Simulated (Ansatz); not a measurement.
```yaml
crystal:
  lattice:
    - [3.04000, 0.00000, 0.00000]
    - [-1.52000, 2.63272, 0.00000]
    - [0.00000, 0.00000, 9.95200]
  atoms:
    - { symbol: Si, position: [0.00000, 0.00000, 0.00033] }
    - { symbol: Si, position: [0.00000, 0.00000, 0.50033] }
    - { symbol: Si, position: [0.66667, 0.33333, 0.75021] }
    - { symbol: Si, position: [0.33333, 0.66667, 0.25021] }
    - { symbol: C, position: [0.00000, 0.00000, 0.81285] }
    - { symbol: C, position: [0.00000, 0.00000, 0.31285] }
    - { symbol: C, position: [0.66667, 0.33333, 0.56224] }
    - { symbol: C, position: [0.33333, 0.66667, 0.06224] }
```

No spin polarisation.

The values are results of PBE (Ansatz, an electronic-structure program, PAW, spin-orbit coupling left out), not measurements. Γ-centred 12×12×4 mesh, Fermi–Dirac width 0.05 eV.

Question: Predict the pressure, band gap, valence-band top at Γ and gap character.

Answer: 
- Pressure (mean of the normal stresses, compression positive) = 12.52 GPa
- Band gap = 2.23 eV
- Valence-band top at Γ (three highest levels, from the VBM) = 0.00, 0.00, -0.05 eV
- Gap character = indirect, Γ → M

The cells carry an imposed strain or load. No phonon test of stability was made. The cell was made from SiC (space group P6_3mc, No. 186) by this change: isotropic strain −1.75 %.
